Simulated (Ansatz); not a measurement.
Cell and atoms of amorphous Si₃₀N₄₄Ti₃:

```xyz
77
Lattice="9.6229 -0.2216 -0.0962 -0.2216 9.7316 0.2719 -0.0962 0.2719 9.6420" Properties=species:S:1:pos:R:3 pbc="T T T"
Si     8.3153     7.8125     7.4979
Si     2.9408     5.3739     8.9014
Si     3.2924     8.3588     8.6143
Si     0.7396     3.3840     8.8625
Si     6.1331     7.8383     0.3907
Si     8.0685     5.6575     0.0995
Si     1.9959     9.2644     1.4062
Si     1.8432     7.2159     3.8293
Si     0.1501     1.5668     1.8640
Si     2.2771     9.4582     5.9140
Si     6.3840     8.7525     5.2852
Si     2.7603     4.4412     1.7130
Si     6.6169     4.3384     5.1682
Si     6.8839     0.3243     2.2430
Si     7.0005     1.4461     5.0152
Si     1.6827     6.7590     6.7619
Si     7.1275     2.5792     0.4996
Si     4.2877     1.7956     1.3760
Si     2.9260     1.3674     8.2387
Si     7.7755     2.8646     7.3210
Si     0.1285     1.2175     6.5733
Si     2.5105     3.7772     6.4845
Si     2.1589     1.8355     4.2213
Si     5.6531     6.7270     3.3907
Si     3.4431     6.8927     1.5749
Si     9.3574     5.0074     6.5698
Si     4.0459     9.2775     3.6615
Si     5.7286     0.6625     7.7408
Si     8.3374     6.7048     4.6601
Si     4.5213     3.5479     3.9777
N      7.4022     4.1698     0.0952
N      5.4350     2.5686     0.4456
N      6.2242     0.3001     6.1414
N      0.1749     1.9012     0.1415
N      2.5551     5.9129     2.7914
N      6.1194     2.8088     4.4074
N      4.4746     1.8290     7.7098
N      3.4430     0.5767     4.4631
N      3.0068     0.9792     0.3994
N      3.0896     3.1886     4.9954
N      0.1626     7.2954     3.9164
N      5.0442     8.0623     4.4172
N      9.1064     3.8404     7.7855
N      1.6101     2.4511     7.5299
N      8.9555     9.4593     7.8661
N      7.3197     6.9087     3.3283
N      1.1753     0.8071     5.3404
N      9.2632     6.3255     1.0151
N      7.2092     8.8882     1.2659
N      3.8419     5.3950     0.6962
N      3.7344     3.1181     2.4474
N      1.4210     5.1032     6.2672
N      7.1556     1.7065     8.5265
N      2.7193     8.4592     2.8528
N      1.8061     4.1638     0.1484
N      8.2153     5.0620     5.2602
N      2.8859     6.8213     7.9540
N      7.9341     1.6157     1.7063
N      1.1510     2.2799     2.9504
N      0.2748     9.5232     1.7243
N      2.2049     7.7758     5.4921
N      7.2097     7.2405     8.8431
N      5.1386     0.5463     2.2550
N      7.5849     7.7177     5.9265
N      4.9798     8.9290     8.8865
N      2.5930     7.9545     0.4676
N      3.6043     4.3258     7.6979
N      8.4110     1.9777     5.9560
N     -0.0196     6.8683     7.2959
N      7.3478     0.1659     3.8950
N      6.4628     3.8500     6.8397
N      5.3415     5.1497     4.2096
N      2.5298     9.5616     7.6539
N      5.1646     7.2415     1.7706
Ti     8.8069     7.5816     2.1871
Ti     5.1982     3.5380     8.2541
Ti     8.6520     0.3951     9.3506
```

Level of theory: PBE, scalar-relativistic without spin-orbit coupling (plane waves to 420 eV, PAW; Ansatz, an electronic-structure program).

A CHGNet melt-quench gave the starting glass, which DFT then relaxed. N atoms were pushed apart under 1.9 Å during the dynamics, to hinder bonds among them. The hot cell started wider than the set density and was brought back towards it in steps. It is the lowest in DFT energy of 2 quenches. It is a model cell: composition and starting density were chosen by hand, and all elements were melted together. No dispersion term was used. Its density started from a set value of 3.05 and ended at 2.95 g/cm³. Cooling (nominally 300 K/ps over its main leg) ran many orders faster than in experiment, which tends to leave more defects and strain. A cell of this size samples the disorder only roughly. Volume and shape were free in the relaxation.

Cut-offs for bonds: Si-Si 2.60 Å, Si-N 2.28 Å, Si-Ti 2.78 Å, N-N 1.70 Å, N-Ti 2.54 Å, Ti-Ti 3.12 Å. Two cations that share two anions don't count as bonded, nor two that share one unless they lie closer than Si-Si 2.38 Å, Si-Ti 2.71 Å, Ti-Ti 3.04 Å.

**Question.** Give the coordination numbers, mean bond lengths and angles.

**Answer.** 
```json
{
  "Mean coordination of Si by anions": "4.00 (1 with 3, 28 with 4, 1 with 5)",
  "Mean coordination of N": "3.05 (3 with 2, 36 with 3, 5 with 4)",
  "Mean coordination of Ti by anions": "4.67 (1 with 4, 2 with 5)",
  "Mean Si-N bond": "1.766 Å (spread 0.076 Å, 120 counted)",
  "Mean N-Ti bond": "2.007 Å (spread 0.133 Å, 14 counted)",
  "Bond angle at Si": "mean 109.2°, spread 12.0°",
  "Bond angle at N": "mean 115.7°, spread 15.3°",
  "Bond angle at Ti": "mean 105.7°, spread 21.5°"
}
```

**Question.** Which atoms depart from the most common coordination of their element?

**Answer.** Si6 has 3 (N31 1.63 Å, N48 1.65 Å, N62 1.76 Å); Si25 has 5 (N66 1.75 Å, N74 1.77 Å, N50 1.78 Å, N35 1.80 Å, N54 2.15 Å); N31 has 2 (Si6 1.63 Å, Si17 1.66 Å); N44 has 4 (Si4 1.84 Å, Si19 1.85 Å, Si22 1.91 Å, Si21 2.15 Å); N48 has 2 (Si6 1.65 Å, Ti75 1.78 Å); N49 has 4 (Si5 1.74 Å, Si14 1.80 Å, Ti77 2.08 Å, Ti75 2.26 Å); N53 has 4 (Si20 1.78 Å, Si28 1.93 Å, Si17 1.98 Å, Ti77 2.15 Å); N54 has 4 (Si27 1.76 Å, Si7 1.81 Å, Si8 1.81 Å, Si25 2.15 Å); N59 has 2 (Si9 1.64 Å, Si23 1.68 Å); N60 has 4 (Si7 1.77 Å, Si9 1.85 Å, Ti75 2.11 Å, Ti77 2.21 Å); Ti76 has 4 (N67 1.86 Å, N71 1.92 Å, N37 1.93 Å, N32 1.97 Å).

**Question.** List the pairs of like atoms that count as bonded by the rules above.

**Answer.** There are none by these rules.
